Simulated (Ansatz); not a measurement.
**Effect of isotropic strain −1.50 % on Al2Pt**

Base system: Al$_{2}$Pt (space group Fm-3m, No. 225; a = 5.897 Å; relaxed with 0.1 eV smearing).

Modification: the cell is scaled by 0.9850 in all directions, atoms relaxed at fixed cell.

Method: Ansatz (an electronic-structure program), PBEsol, PAW, cutoff 420 eV, scalar-relativistic without spin-orbit coupling. k-mesh 17×17×17 (Γ-centred); smearing 0.1 eV (Fermi–Dirac).

- Space group = Fm-3m (No. 225) (base Fm-3m (No. 225))
- Shortest interatomic distance = 2.515 Å (base 2.553 Å)
- Energy relative to the base (free energy F) = +16 meV/atom
- Pressure = 7.0 GPa (base 0.0 GPa)
- Band gap = zero (base zero)

Cost of the whole job for the changed cell (relaxation, final SCF and bands): roughly 8 core-seconds.

Whether these cells are dynamically stable was not tested. The final runs are not spin-polarised.
